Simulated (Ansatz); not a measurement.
The parent structure is PtSe$_{2}$ in the 2H-MoS2 type structure (space group P6_3/mmc, No. 194; a = 3.505 Å, c = 10.739 Å; a hypothetical phase, not in the database extracts checked; layered, stacked along the Cartesian z axis).

Method: PBEsol-D3(BJ) (Ansatz, a program for electronic structure; PAW; 420 eV plane waves; no SOC).

Free-standing slabs (3 atom(s) a layer) normal to the stacking axis with 15 Å of vacuum; in-plane cell relaxed.

One change was made to it. Results:

| quantity | base | after |
|---|---|---|
| excess energy per area of both faces (slab less bulk energy over the cell's area: twice a surface energy) (uncertain by up to 0.1 J/m²) | – | 1.3 J/m² |
| shortest interatomic distance | 2.536 Å | 2.501 Å |
| in-plane lattice parameter a | 3.505 Å | 3.493 Å |

What was done to the base?
(A) 3 layers
(B) 1 layer
(C) 2 layers

A, 3 layers. For comparison, the in-plane lattice parameter a in the other runs: 1 layer gives 3.508 Å; 2 layers gives 3.481 Å.

Slab and bulk use different k-meshes, which limits the precision of the excess energy. Whether these cells are dynamically stable was not tested. All final runs are without spin polarisation. PtSe2 has a high density of states at the Fermi level and may be magnetic at this level.
